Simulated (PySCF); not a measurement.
PySCF 2.14.0, PBE/def2-svp, df: Sb(Cl)3 ([Cl][Sb]([Cl])[Cl]), 4 atoms. The geometry is a generated start, not checked to be a minimum at this level.

```yaml
task: energy
method: pbe
basis: def2-svp
two_electron_scheme: density fitting
mol.max_memory: 3000 MB
mf.max_cycle: 100
mf.conv_tol: 1e-09 (default)
mf.grids.level: 3 (default)
effective_core_potentials: those of the basis set, past Kr
basis_functions: 80
grid_points: 78600
```

```xyz
4

Sb     0.0036    -0.0014     0.9307
Cl    -1.7482    -0.9761    -0.2986
Cl     0.0220     1.9987    -0.3143
Cl     1.7226    -1.0212    -0.3178
```

With the defaults (mf.DIIS = CDIIS, mf.diis = true, mf.init_guess = minao, mf.level_shift = 0, newton = off, mf.damp = 0, mf.diis_start_cycle = 1, mf.diis_damp = 0, mf.diis_space = 8) it converges in 13 Fock builds. One run each on 2 threads, 1 BLAS thread, with these changes:
- mf.DIIS = EDIIS
- newton = Hessian by the SCF's own integrals
- mf.diis_space = 20
- mf.level_shift = 1 Hartree
- mf.diis = false
- mf.init_guess = mod_huckel
- mf.diis = false, mf.damp = 0.7, mf.diis_start_cycle = 999
- mf.diis_damp = 0.3
- mf.damp = 0.3, mf.diis_start_cycle = 4

Q: Name the settings that don't reach the solution of the defaults.

A: No convergence: mf.DIIS = EDIIS; mf.diis = false (the run ends without SCF convergence in 100 cycles). The rest reach the solution of the defaults.

```csv
setting,Fock builds,end
mf.diis_damp = 0.3,12,same solution
the defaults,13,same solution
mf.init_guess = mod_huckel,13,same solution
mf.diis_space = 20,14,same solution
"mf.damp = 0.3, mf.diis_start_cycle = 4",16,same solution
"mf.diis = false, mf.damp = 0.7, mf.diis_start_cycle = 999",26,same solution
mf.level_shift = 1 Hartree,37,same solution
newton = Hessian by the SCF's own integrals,45,same solution
mf.DIIS = EDIIS,101,no convergence
mf.diis = false,101,no convergence
```

Under newton the count holds the products with the orbital Hessian.
